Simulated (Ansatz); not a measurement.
System: CuI (Cmcm, No. 63, 4 atoms in the cell; start mp-1007922; a measured phase of this formula has another space group). Method: r²SCAN+rVV10 (Ansatz, a first-principles code, PAW).

Numerical settings: plane-wave cutoff 560 eV, 6×6×8 k mesh (along the axes of the cell as run), Fermi–Dirac smearing 0.01 eV, no spin polarisation, scalar-relativistic PAW data made under PBE.

Cell (relaxed at this level):

```
CuI
1.0
    3.51299    -3.59793     0.00000
    3.51299     3.59793     0.00000
    0.00000     0.00000     4.32005
Cu I
2 2
Direct
  0.41698   0.58302   0.75000
  0.58302   0.41698   0.25000
  0.77761   0.22239   0.75000
  0.22239   0.77761   0.25000
```

**Question.** Predict the band gap.

**Answer.** 
- band gap = 1.31 eV (on the SCF k mesh)

Note: the relaxation could not lower the start's symmetry, so the cell can be a saddle point above a distorted one.

Spin–orbit coupling is not included; with these elements it can move the gap by several tenths of an eV or more.

The computed numbers hold no vibrational or temperature effects.

The result took roughly 3 core-minutes.

A start named mp-… is a Materials Project structure, which need not be a measured phase.
